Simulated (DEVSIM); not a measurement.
Device: Schottky contact on n-type Si, at 300 K.

```csv
layer (left to right),material,thickness (μm),Nd (cm⁻³),τn (s),τp (s)
1,Si,11.0,5.5e16,0.00058,0.00058
2,Si,1.80,9.4e17,0.00058,0.00058
```

Left contact: Schottky, work function 4.94 eV, emission velocity 2.4e6 cm/s. Right contact: ohmic. Voltage is applied to the left contact. Recombination: SRH at mid-gap, radiative. Mobility is μmin + (μ − μmin)/(1 + (N/Nref)^α).

Constants are typed, rounded textbook-type inputs, not results; the design itself was drawn at random and stands for no fabricated device. Values at 300 K.

```csv
parameter,Si
gap (eV),1.124
affinity (eV),4.05
permittivity,11.7
Nc (cm⁻³),2.86e19
Nv (cm⁻³),3.1e19
μn (cm²/Vs),1417
μp (cm²/Vs),470
"μn,min",52
"μp,min",45
"Nref,n",9.7e16
"Nref,p",2.2e17
αn,0.68
αp,0.72
B (cm³/s),4.7e-15
```

Simulated with DEVSIM: 1D drift-diffusion, Boltzmann statistics, complete ionisation; no tunnelling, impact ionisation, image-force lowering or self-heating. Metal contacts follow the ideal Schottky-Mott rule: no Fermi-level pinning, no interface dipoles.

Task: Give the small-signal capacitance in reverse bias (quasi-static).

Result: 
```csv
V (V),C (nF/cm²)
-0.1,75.3
-0.25,69.2
-0.5,61.6
-0.75,56.0
-1,51.7
-1.5,45.5
-2,41.1
-2.5,37.7
```
